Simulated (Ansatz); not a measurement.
The reference is Zr in the hcp (Mg type) structure (space group P6_3/mmc, No. 194; relaxed with 0.1 eV smearing).

```
Zr
1.0
    3.23041     0.00000     0.00000
   -1.61520     2.79762     0.00000
    0.00000     0.00000     5.17879
Zr
2
Cartesian
  1.61520   0.93254   3.88409
  0.00000   1.86508   1.29470
```

Cartesian axes are those of the cell as printed.

Calculations: Ansatz (a quantum-chemistry and plane-wave program), PBE, PAW, cutoff 420 eV, spin-orbit coupling left out.

Before the change:

- Shortest interatomic distance: 3.191 Å

One thing is altered: the cell is stretched by 0.50 % along z with no lateral relaxation; the atoms relax in the strained cell.

### Question
Predict the new stress, shortest interatomic distance and energy relative to the base.

### Answer
The stress (xx, yy, zz, yz, xz, xy; compression positive) is (-0.3, -0.3, -0.8, 0.0, 0.0, 0.0) GPa; the shortest interatomic distance grows by 0.011 Å (3.191 Å → 3.202 Å); the energy stays essentially unchanged.

No phonon test of stability was made. All final runs are without spin polarisation.
